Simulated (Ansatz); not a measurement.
- Surface = single layer of P (symmetry P-3m1 as a slab, 2 atoms a cell)
- Vacuum level minus Kohn-Sham valence edge = 6.17 eV
- Vacuum level minus Kohn-Sham conduction edge = 4.24 eV
- Gap of the slab on its mesh = 1.93 eV
- Apparent barrier, filled states, bias minus 1.4 V = 6.7 eV (κ = 1.33 1/Å)
- Apparent barrier, filled states, bias minus 2.0 V = 6.8 eV (κ = 1.34 1/Å)
- Apparent barrier, empty states, bias plus 1.4 V = 6.0 eV (κ = 1.25 1/Å)
- Apparent barrier, empty states, bias plus 2.0 V = 5.2 eV (κ = 1.17 1/Å)

Level of theory: PBE, Tersoff-Hamann images (plane waves, PAW; Ansatz, an electronic-structure program).

The apparent barrier is ħ²κ²/2m, with κ from the fall of the mean window density between 3.5 and 5 Å; states of large in-plane momentum fall faster than their energy alone says. Mesh 18×18×1, no spin-orbit coupling, no spin polarisation; biases count from the run's Fermi level.
